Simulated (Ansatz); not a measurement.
## Carrier properties of GaN (I-4m2)

Data:

```yaml
crystal:
  lattice:
    - [0.00000, 2.16648, 2.54252]
    - [2.16648, 0.00000, 2.54252]
    - [2.16648, 2.16648, 0.00000]
  atoms:
    - { symbol: Ga, position: [0.00000, 0.00000, 0.00000] }
    - { symbol: N, position: [0.25000, 0.25000, 0.25000] }
```

These are r2SCAN with spin-orbit coupling, rigid bands (plane waves, PAW; Ansatz, an electronic-structure program) values and carry that method's errors. Condition of this run: uniaxial stress along [001] of -28 GPa (compression positive) (the target of the relaxation). Cell: cell and atoms relaxed with PBEsol, then loaded as said.

The band gap is 1.37 eV and the electron conductivity mass (300 K, dilute) is 0.136 (x), 0.136 (y), 0.164 (z) mₑ. The hole conductivity mass (300 K, dilute) is 0.57 (x), 0.57 (y), 1.02 (z) mₑ and the effective density of states N_c (300 K) comes out as 1.3e18 cm⁻³. The effective density of states N_v (300 K) is 1.1e20 cm⁻³ and the density-of-states mass, electrons is 0.143 mₑ. The density-of-states mass, holes is 2.6 mₑ and the Seebeck coefficient, n-type 1e19 cm⁻³, 300 K is -87 μV/K. The best n-type power factor at 300 K for τ = 10 fs (best axis; densities from 1e16 to 1e21 cm⁻³ tried, whether or not they can be reached) comes out as 1.52 μW/(cm·K²) at 3e18 cm⁻³. The Seebeck coefficient, p-type 1e19 cm⁻³, 300 K comes out as 411 μV/K. The best p-type power factor at 300 K for τ = 10 fs (best axis; densities from 1e16 to 1e21 cm⁻³ tried, whether or not they can be reached) is 26 μW/(cm·K²) at 3e20 cm⁻³.

Rigid bands; masses and Seebeck coefficients take one relaxation time τ for all states and one kind of carrier; polarons and phonon drag are left out. Geometry: cell and atoms relaxed with PBEsol.
